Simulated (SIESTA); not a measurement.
Worked example: self-consistent single point of SnTe (F-43m, 2 atoms in the cell) in SIESTA

Computed with GGA PBEsol, numerical atomic orbitals DZP, PseudoDojo PBEsol standard norm-conserving potentials (rewritten from UPF to PSML) (SIESTA).

The input file:

```
# files in the folder: Sn.psml Te.psml (PseudoDojo PBEsol standard)
SystemName  SnTe
SystemLabel SnTe

NumberOfAtoms                2
NumberOfSpecies              2
%block ChemicalSpeciesLabel
  1 50 Sn
  2 52 Te
%endblock ChemicalSpeciesLabel
LatticeConstant              1.0 Ang
%block LatticeVectors
     0.000000000    3.611145000    3.611145000
     3.611145000    0.000000000    3.611145000
     3.611145000    3.611145000    0.000000000
%endblock LatticeVectors
AtomicCoordinatesFormat      Ang
%block AtomicCoordinatesAndAtomicSpecies
     0.000000000    0.000000000    0.000000000  1
     5.416717500    5.416717500    5.416717500  2
%endblock AtomicCoordinatesAndAtomicSpecies

XC.functional                GGA
XC.authors                   PBEsol
PAO.BasisSize                DZP
PAO.EnergyShift              0.01 Ry
MeshCutoff                   400 Ry
%block kgrid.MonkhorstPack
    7   0   0  0.0
    0   7   0  0.0
    0   0   7  0.0
%endblock kgrid.MonkhorstPack
OccupationFunction           FD
ElectronicTemperature        1160.45 K

MaxSCFIterations             150
SCF.Mixer.Method             Broyden
SCF.Mixer.Weight             0.2
SCF.Mixer.History            6
SCF.DM.Tolerance             1.0E-05
Diag.ParallelOverK           true
WriteForces                  true
Charge.Mulliken              end
```

Log, with long lists cut:

```
reinit: Reading from file input.fdf

reinit: System Name: SnTe
reinit: System Label: SnTe

coor:   Atomic-coordinates input format  =     Cartesian coordinates
coor:                                          (in Angstroms)

siesta: Atomic coordinates (Bohr) and species
siesta:      0.00000   0.00000   0.00000  1        1
siesta:     10.23611  10.23611  10.23611  2        2

siesta: System type = bulk

initatomlists: Number of atoms, orbitals, and projectors:      2    36    65

siesta: ******************** Simulation parameters ****************************
redata: Spin configuration                          = none
redata: Time-Reversal Symmetry                      = T
redata: Number of Atomic Species                    =        2
redata: Mesh Cutoff                                 =   400.0000 Ry
redata: Net charge of the system                    =     0.0000 |e|
redata: Min. number of SCF Iter                     =        0
redata: Max. number of SCF Iter                     =      150
redata: SCF convergence failure will abort job
redata: SCF mix quantity                            = Hamiltonian
redata: Mix DM or H after convergence               =   F
redata: Recompute H after scf cycle                 =   F
redata: Mix DM in first SCF step                    =   T
redata: No kicks to SCF
redata: DM Mixing Weight for Kicks                  =     0.5000
redata: Require Harris convergence for SCF          =   F
redata: Harris energy tolerance for SCF             =     0.000100 eV
redata: Require DM convergence for SCF              =   T
redata: DM tolerance for SCF                        =     0.000010
redata: Require EDM convergence for SCF             =   F
redata: EDM tolerance for SCF                       =     0.001000 eV
redata: Require H convergence for SCF               =   T
redata: Hamiltonian tolerance for SCF               =     0.001000 eV
   [... lines left out ...]
diag: Parallel distribution                         =     1 x     1
diag: Used triangular part                          = Lower
diag: Absolute tolerance                            =  0.100E-15
diag: Orthogonalization factor                      =  0.100E-05
diag: Memory factor                                 =  1.0000

superc: Internal auxiliary supercell:     5 x     5 x     5  =     125
superc: Number of atoms, orbitals, and projectors:    250   4500   8125

                        Single-point calculation

superc: Internal auxiliary supercell:     5 x     5 x     5  =     125
superc: Number of atoms, orbitals, and projectors:    250   4500   8125

outcell: Unit cell vectors (Ang):
        0.000000    3.611145    3.611145
        3.611145    0.000000    3.611145
        3.611145    3.611145    0.000000

outcell: Cell vector modules (Ang)   :    5.106930    5.106930    5.106930
outcell: Cell angles (23,13,12) (deg):     60.0000     60.0000     60.0000
outcell: Cell volume (Ang**3)        :     94.1813
new_DM -- step:     1
Initializing Density Matrix...

Attempting to read DM from file... Failed...
DM filled with atomic data:

InitMesh: MESH = 54 x 54 x 54 = 157464
InitMesh: Mesh cutoff (required, used) =   400.000   463.512 Ry

stepf: Fermi-Dirac step function
        iscf     Eharris(eV)        E_KS(eV)     FreeEng(eV)     dDmax    Ef(eV) dHmax(eV)
   scf:    1    -4988.718490    -4984.449426    -4984.459481  0.576689 -3.161531  3.518520
   scf:    2    -4984.626825    -4984.544404    -4984.555854  0.031232 -3.239758  2.375866
   scf:    3    -4984.639659    -4984.606182    -4984.619247  0.061566 -3.416968  0.817749
   scf:    4    -4984.621137    -4984.616303    -4984.627360  0.015918 -3.490577  0.059561
   scf:    5    -4984.615994    -4984.616243    -4984.627602  0.001631 -3.487340  0.041407
   scf:    6    -4984.616347    -4984.616297    -4984.627637  0.000862 -3.481312  0.004972
   scf:    7    -4984.616293    -4984.616295    -4984.627638  0.000247 -3.479949  0.000513
   scf:    8    -4984.616292    -4984.616293    -4984.627638  0.000033 -3.479945  0.000434
   scf:    9    -4984.616293    -4984.616293    -4984.627638  0.000017 -3.479982  0.000352
   scf:   10    -4984.616293    -4984.616293    -4984.627638  0.000015 -3.480005  0.000289
   scf:   11    -4984.616293    -4984.616293    -4984.627638  0.000013 -3.480020  0.000240
   scf:   12    -4984.616293    -4984.616293    -4984.627638  0.000009 -3.480042  0.000196
SCF Convergence by DM+H criterion
max |DM_out - DM_in|         :     0.0000089903
max |H_out - H_in|      (eV) :     0.0001959044
SCF cycle converged after 12 iterations

Using DM_out to compute the final energy and forces

siesta: E_KS(eV) =            -4984.6163

siesta: E_KS - E_eggbox =     -4984.6163

siesta: Atomic forces (eV/Ang):
     1    0.000005    0.000005    0.000005
     2   -0.000005   -0.000005   -0.000005
   Tot    0.000000    0.000000    0.000000
   Max    0.000005
   Res    0.000005    sqrt( Sum f_i^2 / 3N )
   Max    0.000005    constrained

Stress tensor Voigt[x,y,z,yz,xz,xy] (kbar):       18.71       18.71       18.71       -0.14       -0.14       -0.14
(Free)E + p*V (eV/cell)    -4985.7275
Target enthalpy (eV/cell)    -4984.6276

siesta: Program's energy decomposition (eV):
siesta: Ebs     =      -738.781546
siesta: Eions   =      4926.946148
siesta: Ena     =       229.839748
siesta: Ekin    =      2817.197584
siesta: Enl     =     -1862.291010
siesta: Eso     =         0.000000
siesta: Edftu   =         0.000000
siesta: DEna    =        10.620517
siesta: DUscf   =         0.398140
siesta: DUext   =         0.000000
siesta: Ex      =     -1176.632076
siesta: Ec      =       -76.803048
siesta: Exc     =     -1253.435124
siesta: Eharris =     -4984.616293
siesta: Etot    =     -4984.616293
siesta: FreeEng =     -4984.627638

siesta: Stress tensor (static) (eV/Ang**3):
siesta:     0.011679   -0.000090   -0.000090
siesta:    -0.000090    0.011679   -0.000090
siesta:    -0.000090   -0.000090    0.011679

siesta: Cell volume =         94.181321 Ang**3

siesta: Pressure (static):
siesta:                Solid            Molecule  Units
siesta:          -0.00012720         -0.00012719  Ry/Bohr**3
siesta:          -0.01167859         -0.01167829  eV/Ang**3
siesta:         -18.71117017        -18.71067607  kBar

mulliken: Atomic and Orbital Populations:

Species: Sn
Atom  Qatom  Qorb
               5s      5s      5py     5pz     5px     5py     5pz     5px
               4dxy    4dyz    4dz2    4dxz    4dx2-y2 5dxy    5dyz    5dz2
               5dxz    5dx2-y2
   1 14.062   1.801   0.060   0.561   0.561   0.561   0.059   0.059   0.059
              1.998   1.998   2.003   1.998   2.003   0.067   0.067   0.069

              0.067   0.069

Species: Te
Atom  Qatom  Qorb
               5s      5s      5py     5pz     5px     5py     5pz     5px
               4dxy    4dyz    4dz2    4dxz    4dx2-y2 5dxy    5dyz    5dz2
               5dxz    5dx2-y2
   2 15.938   1.601   0.134   1.297   1.297   1.297   0.053   0.053   0.053
              2.004   2.004   2.003   2.004   2.003   0.041   0.041   0.007

              0.041   0.007

mulliken: Qtot =       30.000

Mulliken Atomic Populations:
Atom #   charge [q] valence [e]  Species
     1    -0.062107   14.062107  Sn
     2     0.062107   15.937893  Te
 Total    -0.000000
```

The run converged in 12 iterations.

The starting cell comes from a database of computed structures (which also holds hypothetical and non-ambient phases and stackings), without a prior relaxation at this level. Values carry the incompleteness of an atom-centred basis.
